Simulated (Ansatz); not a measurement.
A computed series for TiC: pressure series

The parent structure is TiC in the rock salt structure (space group Fm-3m, No. 225).

```
CELL_PARAMETERS angstrom
      0.00000     2.16392     2.16392
      2.16392     0.00000     2.16392
      2.16392     2.16392     0.00000
ATOMIC_POSITIONS crystal
  C  0.00000 0.00000 0.00000
  Ti 0.50000 0.50000 0.50000
```

Cell and atoms are relaxed at each pressure.

Method: Ansatz (an electronic-structure program) r2SCAN, no spin-orbit coupling.

Notes on the quantities. enthalpy: H = E + PV relative to the base's energy.

```
variant                enthalpy     density
----------------  -------------  ----------
base                          –  4.91 g/cm³
pressure −2 GPa   -0.13 eV/atom  4.87 g/cm³
pressure −1 GPa   -0.06 eV/atom  4.89 g/cm³
pressure 1.8 GPa  +0.11 eV/atom  4.94 g/cm³
pressure 4.2 GPa  +0.26 eV/atom  4.98 g/cm³
pressure 9 GPa    +0.56 eV/atom  5.07 g/cm³
pressure 18 GPa   +1.10 eV/atom  5.21 g/cm³
pressure 30 GPa   +1.81 eV/atom  5.39 g/cm³
pressure 45 GPa   +2.65 eV/atom  5.60 g/cm³
pressure 60 GPa   +3.47 eV/atom  5.79 g/cm³
```

Load acts through the strain it causes; cell and atoms are relaxed under it. Whether these cells are dynamically stable was not tested. No other phases were tried under pressure. The final runs are not spin-polarised.
